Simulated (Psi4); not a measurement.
Psi4 1.11, BP86/def2-svp: F[SiH](F)O[SiH](Cl)Cl, 9 atoms. The geometry is a generated start, not checked to be a minimum at this level.

* **task**: energy
* **method**: bp86
* **basis**: def2-svp
* **memory**: 3 GB
* **maxiter**: 100
* **keys of the molecule block**: symmetry c1
* **scf_type**: df (default)
* **e_convergence**: 1e-06 (default)
* **d_convergence**: 1e-06 (default)
* **dft_radial_points**: 75 (default)
* **dft_spherical_points**: 302 (default)
* **basis functions**: 124
* **grid points**: 191198

```xyz
9

Si    -1.2630     0.2943     0.9634
F     -2.1049    -1.0418     1.1453
F     -2.2246     1.2302     0.1127
O      0.0121    -0.0370     0.0614
Si     1.2421    -0.2427    -0.9772
Cl     2.7325     0.9071    -0.3135
Cl     1.7293    -2.1749    -0.9307
H     -0.8890     0.8816     2.2153
H      0.7655     0.1831    -2.2768
```

With the defaults (diis = true, scf_initial_accelerator = adiis, damping_percentage = 0, diis_start = 1, guess = auto, which took SAD, diis_max_vecs = 10, soscf = false, level_shift = 0, level_shift_cutoff = 0.01) it converges in 9 SCF iterations. One run each on 2 threads, with these changes:
- soscf = true
- guess = huckel
- level_shift = 0.1, level_shift_cutoff = 0.001
- guess = core
- diis = false, scf_initial_accelerator = none, damping_percentage = 60
- guess = gwh
- diis_max_vecs = 20
- diis_max_vecs = 6
- diis_start = 4

**Question.** Which runs fail or end elsewhere than the default run?

**Answer.** No convergence: diis = false, scf_initial_accelerator = none, damping_percentage = 60 (the run ends without SCF convergence in 100 iterations). The rest reach the solution of the defaults.

```tsv
setting	SCF iterations	JK calls	end
soscf = true	7	23	same solution
the defaults	9	10	same solution
diis_max_vecs = 20	9	10	same solution
level_shift = 0.1, level_shift_cutoff = 0.001	9	10	same solution
diis_max_vecs = 6	10	11	same solution
guess = huckel	11	39	same solution
diis_start = 4	16	17	same solution
guess = core	16	16	same solution
guess = gwh	16	16	same solution
diis = false, scf_initial_accelerator = none, damping_percentage = 60	100	101	no convergence
```

An SOSCF iteration holds several JK calls; a Hückel guess adds calls on atoms.
